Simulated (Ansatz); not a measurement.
GaAlAs2 (model structure, P-4m2, No. 115, 4 atoms in the cell) was calculated with LDA (plane waves, PAW; Ansatz, a first-principles code).

Settings: plane-wave cutoff 520 eV, 8×8×6 k mesh (along the axes of the cell as run), Fermi–Dirac smearing 0.01 eV, scalar-relativistic PAW data made under PBE.

Cell (relaxed with PBEsol):

```yaml
crystal:
  lattice:
    - [4.00986, 0.00000, 0.00000]
    - [0.00000, 4.00986, 0.00000]
    - [0.00000, 0.00000, 5.66229]
  atoms:
    - { symbol: Ga, position: [0.00000, 0.00000, 0.00000] }
    - { symbol: As, position: [0.50000, 0.00000, 0.25016] }
    - { symbol: Al, position: [0.50000, 0.50000, 0.50000] }
    - { symbol: As, position: [0.00000, 0.50000, 0.74984] }
```

Task: Give the computed band gap.

Result: 
* **band gap**: 0.89 eV (direct)

Note: the relaxation could raise the start's symmetry but not lower it, so the cell can be a saddle point; cell and atoms aren't relaxed at this level (largest force component 0.02 eV/Å, pressure -1.9 GPa).

Spin–orbit coupling is not included.

The computed numbers hold no vibrational or temperature effects.

It cost roughly 40 core-seconds of CPU time.

A model structure was made by putting elements into a prototype or built by hand; it is no filed structure, need not be a known phase, and can be a saddle point held by its symmetry.
